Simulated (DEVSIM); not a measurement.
System: Ru/SiO2/p-Si capacitor, at 400 K.

```csv
layer (left to right),material,thickness (nm),Na (cm⁻³)
1,SiO2,6.40,-
2,Si,1300,2e17
```

Metal gate on the left, work function 4.7 eV. Fixed charge at the semiconductor interface 1.1e10 cm⁻² (in units of +e); no interface traps.

Constants are typed, rounded textbook-type inputs, not results; the design itself was drawn at random and stands for no fabricated device. Values at 300 K; Nc and Nv go as T^1.5, mobilities as T to minus their exponent, the gap by Varshni's rule with the affinity fixed.

```
parameter         SiO2        Si
----------------  ----  --------
gap (eV)             9     1.124
affinity (eV)      0.9      4.05
permittivity       3.9      11.7
Nc (cm⁻³)            -   2.86e19
Nv (cm⁻³)            -    3.1e19
Varshni α (eV/K)     -  0.000473
Varshni β (K)        -       636
```

Simulated with DEVSIM: 1D Poisson equation in equilibrium, Boltzmann statistics, complete ionisation; no quantum confinement or tunnelling. Metal contacts follow the ideal Schottky-Mott rule: no Fermi-level pinning, no interface dipoles.

Base results: flat-band voltage (V) -0.26; capacitance of the dielectric stack (μF/cm²) 0.540; minimum of the low-frequency capacitance (μF/cm²) 0.133; threshold voltage (band bending 2φF) (V) 0.87.

Task: What follows from this one change: substrate doping 2e+17 → 1e+17 cm^-3?

Result: flat-band voltage -0.26 → -0.24 V; capacitance of the dielectric stack little changed (0.540 μF/cm²); minimum of the low-frequency capacitance 0.133 → 0.106 μF/cm²; threshold voltage (band bending 2φF) 0.87 → 0.71 V.

Task: What follows from this one change: fixed charge 1.1e+10 → -8.14e+11 cm^-2?

Result: flat-band voltage -0.26 → -0.02 V; capacitance of the dielectric stack little changed (0.540 μF/cm²); minimum of the low-frequency capacitance little changed (0.134 μF/cm²); threshold voltage (band bending 2φF) 0.87 → 1.11 V.

Task: What follows from this one change: interface trap density 0 → 1e+12 cm^-2 eV^-1?

Result: flat-band voltage -0.26 → -0.37 V; capacitance of the dielectric stack little changed (0.540 μF/cm²); minimum of the low-frequency capacitance 0.133 → 0.208 μF/cm²; threshold voltage (band bending 2φF) 0.87 → 0.97 V.

Task: What follows from this one change: SiO2 thickness 0.0064 → 0.0026 μm?

Result: flat-band voltage little changed (-0.26 V); capacitance of the dielectric stack 0.540 → 1.33 μF/cm²; minimum of the low-frequency capacitance 0.133 → 0.156 μF/cm²; threshold voltage (band bending 2φF) 0.87 → 0.63 V.

Task: What follows from this one change: gate work function 4.7 → 5 eV?

Result: flat-band voltage -0.26 → 0.04 V; capacitance of the dielectric stack little changed (0.540 μF/cm²); minimum of the low-frequency capacitance little changed (0.133 μF/cm²); threshold voltage (band bending 2φF) 0.87 → 1.17 V.
